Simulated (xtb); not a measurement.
xtb 6.7.1, GFN2-xTB: C[Si](C)(C)c1ccc(-c2ccc3cc(F)ccc3c2)[se]1, 37 atoms. The geometry is a generated start, not checked to be a minimum at this level.

```yaml
run_flags: --grad
method: GFN2-xTB
"--acc": 1 (default)
"--etemp (K)": 300 (default)
basis_functions: 109
valence_electrons: 102
```

One run each on 1 thread. Values of broydamp tried: 0.02, 0.05, 0.1, 0.2, 0.4 (default), 0.6, 0.8, 1.

### Question
How does the count of SCC iterations change with broydamp, and where is it least?

### Answer
Fewest SCC iterations, within one of each other: 0.2 with 15, 0.4 (default) with 15, 0.6 with 15, 0.8 with 16. The count rises to 23 at 0.02. All converge to one solution.

| broydamp | SCC iterations | end |
|---|---|---|
| 0.02 | 23 | same solution |
| 0.05 | 20 | same solution |
| 0.1 | 18 | same solution |
| 0.2 | 15 | same solution |
| 0.4 (default) | 15 | same solution |
| 0.6 | 15 | same solution |
| 0.8 | 16 | same solution |
| 1 | 17 | same solution |
